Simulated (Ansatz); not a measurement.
The starting structures come from a database of crystals and need not be the phases stable at ambient conditions.

 Where the default PAW files enter, the runs use the earlier of Ansatz's two default sets.

Tunnelling through a barrier is set by its complex band structure: the current falls as exp(−2κd) with the smallest κ.

Data:

```
CELL_PARAMETERS angstrom
      5.29944     0.00000     0.00000
     -2.64972     4.58945     0.00000
      0.00000     0.00000     8.89279
ATOMIC_POSITIONS crystal
  K  0.00000 0.00000 0.50000
  As 0.66667 0.33333 0.79549
  As 0.33333 0.66667 0.20451
  As 0.33333 0.66667 0.79549
  As 0.66667 0.33333 0.20451
  Br 0.00000 0.00000 0.00000
  O  0.00000 0.50000 0.31639
  O  0.00000 0.50000 0.68361
  O  0.50000 0.00000 0.31639
  O  0.50000 0.00000 0.68361
  O  0.50000 0.50000 0.31639
  O  0.50000 0.50000 0.68361
```

Space group of this cell: P6/mmm. The cell was relaxed by PBE-D3(BJ); by r2SCAN its mean pressure is -2.1 GPa.

Transport runs along the normal of the first two printed cell vectors, the (001) plane of the conventional cell.

The gap is the functional's own, uncorrected, and κ follows it; spin-orbit coupling is left out. Mid-gap values are interpolated between the computed energies.

Task: Give the band gap and the smallest decay constant κ at mid-gap that r2SCAN run with Ansatz (a program for electronic structure) yields.

Result: Gap 3.59 eV on a 12×12×4 mesh; κ = 0.349 1/Å, at the zone centre.
